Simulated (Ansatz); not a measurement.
For ZrN (model structure, started from the CoSn type, P6/mmm, No. 191, 6 atoms in the cell), PBEsol (plane waves, PAW; Ansatz, an electronic-structure program) gives:

```
Quantity             Result
------------------  -------
lattice constant a  5.495 Å
c axis length       3.199 Å
```

Question: What does PBE-D3(BJ) (PAW; Ansatz) give for the same quantities?

Answer: 
- lattice constant a: 5.505 Å (goes up by 0.2 %)
- lattice parameter c: 3.209 Å (goes up by 0.3 %)

Changes are worked out from the printed values.

Unless a cell is named, each level is at its own relaxed cell (PBEsol 13.94, PBE-D3(BJ) 14.04 Å³/atom).

Ansatz's density-functional and Hartree–Fock values are scalar-relativistic unless marked +SOC, with PAW data made under PBE.

A model structure was made by putting elements into a prototype or built by hand; it is no filed structure, need not be a known phase, and can be a saddle point held by its symmetry.
